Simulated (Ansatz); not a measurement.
For NbP (I4₁md, No. 109, 4 atoms in the cell; start mp-9339), PBEsol (Ansatz, a first-principles code, PAW) gives:

| Item | Result |
|---|---|
| equilibrium lattice constant a | 3.320 Å |
| lattice parameter c | 11.289 Å |

Task: What does HSE06 (Ansatz, plane waves, PAW) give for the same quantities?

Result: 
- lattice constant a: 3.320 Å (hardly moves)
- lattice parameter c: 11.364 Å (grows by 0.7 %)

Changes are worked out from the printed values.

Unless a cell is named, each level is at its own relaxed cell (PBEsol 15.56, HSE06 15.65 Å³/atom).

Caveats: exact exchange on metals is sensitive to the k mesh and can open a false gap (HSE06); the relaxation could not lower the start's symmetry, so the cell can be a saddle point above a distorted one (PBEsol, HSE06); the run warned that the count of filled bands differs between k points (HSE06). Ansatz's density-functional and Hartree–Fock values are scalar-relativistic unless marked +SOC, with PAW data made under PBE.

A start named mp-… is a Materials Project structure, which need not be a measured phase.
